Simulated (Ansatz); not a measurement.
Cost and result by functional for the surface energy of the (100) surface of MnP-type NiSi in its 1x1 cell (cut with top plane Si, bottom plane Si), outermost plane spacing 0.89 Å in the ideal cut, in Ansatz (plane waves, PAW). Single points on the PBE structure, on one kind of machine; costs are rough ratios of the slab run's core time (references not counted) to the cheapest single point. r2SCAN's cost holds its higher cutoff (500 against 420 eV). Differences are taken against r2SCAN for comparison alone: no measured value is at hand, so the table doesn't rank accuracy.

Model: 20-atom slab, Ni10Si10, 12.2 Å thick at the start, 11x7x1 mesh, Fermi-Dirac 0.1 eV, dipole correction, all atoms relaxed; held to the start's symmetry, so lower structures may exist; no spin (magnetic order not tried), no spin-orbit, no U. These notes are the PBE run's.

```tsv
functional	relative cost	surface energy (J/m²)	less r2SCAN (J/m²)
LDA	1	2.58	0.24
PBEsol	1	2.45	0.10
RPBE	1	1.90	-0.45
r2SCAN	2	2.35	0.00
PBE (the relaxed run's value)	–	2.10	-0.24
```

The values span 0.69 J/m², while the single points' costs differ by a factor of roughly 2. Differences are of unrounded values.

Ansatz is a quantum-chemistry and plane-wave program.
